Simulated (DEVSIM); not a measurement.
Structure: abrupt Ge n-p junction, at 300 K.

Layer 1 from the left is Ge, thickness (μm) 1.70, Nd (cm⁻³) 4.2e17, τn (s) 1.1e-7, τp (s) 1.1e-7. Layer 2 from the left is Ge, thickness (μm) 1.90, Na (cm⁻³) 1.2e15, τn (s) 1.1e-7, τp (s) 1.1e-7.

Left contact: ohmic. Right contact: ohmic. Voltage is applied to the left contact. Recombination: SRH at mid-gap, Auger. Mobility is μmin + (μ − μmin)/(1 + (N/Nref)^α).

This is a model device: material constants are rounded textbook-type values typed into the input, and sizes, dopings and lifetimes were drawn at random. Values at 300 K.

Ge: gap (eV) 0.664, affinity (eV) 4, permittivity 16, Nc (cm⁻³) 1.04e19, Nv (cm⁻³) 6e18, μn (cm²/Vs) 3900, μp (cm²/Vs) 1900, μn,min 150, μp,min 100, Nref,n 2.6e17, Nref,p 4e17, αn 0.56, αp 0.6, Cn (cm⁶/s) 1e-31, Cp (cm⁶/s) 1e-31.

Model (solved in DEVSIM): 1D drift-diffusion, Boltzmann statistics, complete ionisation; no tunnelling, impact ionisation, image-force lowering or self-heating.

Question: What does the simulation give for the largest field in the device at zero bias, the dark forward voltage at 1 A/cm²?

Answer: largest field in the device at zero bias 31000 V/cm; dark forward voltage at 1 A/cm² 0.085 V.
